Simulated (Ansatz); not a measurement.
GaN (P6_3mc), Ansatz (an electronic-structure program) with PBE with spin-orbit coupling, rigid bands: N_v = 8.83e19 cm⁻³ at 300 K and a hole conductivity mass of 1.46 mₑ along x (a = (3.18, 0.00, 0.00) Å; b = (-1.59, 2.76, 0.00) Å; c = (0.00, 0.00, 5.19) Å).

### Question
For 1e16 holes per cm³ at 300 K, place the Fermi level, estimate the Seebeck coefficient of a parabolic band with constant τ, and give mobility and conductivity for τ = 5 fs.

### Answer
The level lies k_BT ln(N_v/p) = 0.235 eV above the valence-band maximum. S ≈ +(k_B/e)[ln(N_v/p) + 5/2] = 998 μV/K, against 1016 μV/K from the full bands (mean over directions). μ = eτ/m = 6.02 cm²/(V·s) and σ = peμ = 0.00965 S/cm. τ is assumed, not computed.

Band transport and this doping are assumed; polarons and phonon drag are left out. Geometry: cell and atoms relaxed with PBEsol.
